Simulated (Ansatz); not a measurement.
## AlRu, pressure series

Start from AlRu in the CsCl type structure (space group Pm-3m, No. 221; a = 2.976 Å).

Cell and atoms are relaxed at each pressure.

Computed with PBEsol in Ansatz (plane waves to 420 eV, PAW, scalar-relativistic without spin-orbit coupling).

Notes on the quantities. enthalpy: H = E + PV relative to the base's energy.

| variant | density | enthalpy |
|---|---|---|
| base | 8.06 g/cm³ | – |
| pressure −2 GPa | 7.99 g/cm³ | -0.17 eV/atom |
| pressure −1 GPa | 8.03 g/cm³ | -0.08 eV/atom |
| pressure 0.9 GPa | 8.10 g/cm³ | +0.07 eV/atom |
| pressure 2.1 GPa | 8.14 g/cm³ | +0.17 eV/atom |
| pressure 4.5 GPa | 8.22 g/cm³ | +0.37 eV/atom |
| pressure 9 GPa | 8.37 g/cm³ | +0.73 eV/atom |
| pressure 15 GPa | 8.56 g/cm³ | +1.20 eV/atom |
| pressure 22.5 GPa | 8.78 g/cm³ | +1.77 eV/atom |
| pressure 30 GPa | 8.98 g/cm³ | +2.33 eV/atom |

Load acts through the strain it causes; cell and atoms are relaxed under it. Stability against distortions was not tested. Competing high-pressure phases were not computed. The final runs are not spin-polarised.

Ansatz is a first-principles code.
